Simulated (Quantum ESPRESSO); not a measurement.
# Habitual settings against a tight run: YInCu4 (F-43m, 6 atoms in the cell)

Self-consistent single point.

```yaml
crystal:
  lattice:
    - [0.00000, 3.54984, 3.54984]
    - [3.54984, 0.00000, 3.54984]
    - [3.54984, 3.54984, 0.00000]
  atoms:
    - { symbol: Y, position: [0.00000, 0.00000, 0.00000] }
    - { symbol: In, position: [0.75000, 0.75000, 0.75000] }
    - { symbol: Cu, position: [0.37533, 0.37533, 0.37533] }
    - { symbol: Cu, position: [0.87401, 0.37533, 0.37533] }
    - { symbol: Cu, position: [0.37533, 0.37533, 0.87401] }
    - { symbol: Cu, position: [0.37533, 0.87401, 0.37533] }
```

Method: PBEsol, PSlibrary PAW (PBE) pseudopotentials (plane waves; Quantum ESPRESSO).

Base settings: ecutwfc = 50 Ry; ecutrho = 350 Ry; occupations = smearing; smearing = marzari-vanderbilt; degauss = 0.0036749 Ry; input_dft = pbesol; K_POINTS = automatic 8 8 8 0 0 0; conv_thr = 1e-11 Ry; mixing_beta = 0.4.

Tight run (finer mesh or higher cutoff; not a proven limit): ecutwfc: 50 Ry → 70 Ry; ecutrho: 350 Ry → 490 Ry; conv_thr: 1e-11 Ry → 7.3e-11 Ry; K_POINTS: automatic 8 8 8 0 0 0 → automatic 11 11 11 0 0 0. It gave Fermi level (on the code's own zero) 13.59 eV; pressure 1.53 GPa; largest force (vector length) 0.014 eV/Å.

Quick runs, as changes from the base:
- A: the base itself
- B: ecutwfc: 50 Ry → 33 Ry; ecutrho: 350 Ry → 231 Ry; degauss: 0.0036749 Ry → 0.0147 Ry; input_dft: pbesol → default; pseudopotentials: {Y: Y.pbe-spn-kjpaw_psl.1.0.0.UPF, In: In.pbe-dn-kjpaw_psl.1.0.0.UPF, Cu: Cu.pbe-dn-kjpaw_psl.1.0.0.UPF} → {Y: Y.pz-spn-kjpaw_psl.1.0.0.UPF, In: In.pz-dn-kjpaw_psl.1.0.0.UPF, Cu: Cu.pz-dn-kjpaw_psl.1.0.0.UPF}; K_POINTS: automatic 8 8 8 0 0 0 → automatic 3 3 3 1 1 1 [LDA (PZ)]
- C: ecutwfc: 50 Ry → 25 Ry; ecutrho: 350 Ry → 175 Ry; degauss: 0.0036749 Ry → 0.019992 Ry; conv_thr: 1e-11 Ry → 7.3e-05 Ry; K_POINTS: automatic 8 8 8 0 0 0 → automatic 8 8 8 1 1 1
- D: ecutwfc: 50 Ry → 35 Ry; ecutrho: 350 Ry → 245 Ry; conv_thr: 1e-11 Ry → 7.3e-05 Ry; K_POINTS: automatic 8 8 8 0 0 0 → automatic 4 4 4 1 1 1
- E: ecutwfc: 50 Ry → 44 Ry; ecutrho: 350 Ry → 308 Ry; input_dft: pbesol → default; conv_thr: 1e-11 Ry → 7.3e-06 Ry; pseudopotentials: {Y: Y.pbe-spn-kjpaw_psl.1.0.0.UPF, In: In.pbe-dn-kjpaw_psl.1.0.0.UPF, Cu: Cu.pbe-dn-kjpaw_psl.1.0.0.UPF} → {Y: Y.pz-spn-kjpaw_psl.1.0.0.UPF, In: In.pz-dn-kjpaw_psl.1.0.0.UPF, Cu: Cu.pz-dn-kjpaw_psl.1.0.0.UPF}; K_POINTS: automatic 8 8 8 0 0 0 → automatic 6 6 6 0 0 0 [LDA (PZ)]
- F: ecutwfc: 50 Ry → 30 Ry; ecutrho: 350 Ry → 210 Ry; smearing: marzari-vanderbilt → methfessel-paxton; degauss: 0.0036749 Ry → 0.019992 Ry; conv_thr: 1e-11 Ry → 7.3e-05 Ry; K_POINTS: automatic 8 8 8 0 0 0 → automatic 1 1 1 1 1 1

Energies are extrapolated to zero smearing width, which holds to low order in the width alone (under cold and Methfessel-Paxton smearing the free energy itself is taken).

Dashes: energy of B, E, another energy zero; pressure of C, D, E, F, not trusted under this conv_thr with d or f elements.

† marks runs with another functional, U, potentials or spin treatment: their distance from the tight run is not a convergence error alone.

The count of work is k-points × plane waves × bands × iterations; it is no time. Core times come from one kind of shared machine and are given to one figure; runs under 30 s give none.

The starting cell comes from a database of computed structures (which also holds hypothetical and non-ambient phases and stackings), without a prior relaxation at this level. Its lattice was rescaled by a random factor within 2.5 % of one. Spin polarisation is off.

```
run  energy less tight (meV/atom)  pressure less tight (GPa)  largest miss in a force vector (eV/Å)  count of work / tight  core time / tight (rough)
---  ----------------------------  -------------------------  -------------------------------------  ---------------------  -------------------------
A                            23.6                      -1.25                                  0.000                   0.34                        0.3
B†                              –                     -16.00                                  0.018                  0.038                       0.07
C                          2782.2                          –                                  0.019                   0.14                        0.1
D                            90.5                          –                                  0.008                  0.032                       0.08
E†                              –                          –                                  0.018                  0.071                       0.10
F                           704.0                          –                                  0.595                 0.0025                       0.05
```

Among the runs at the tight run's level, the energy misses run from 23.6 to 2782.2 meV/atom.
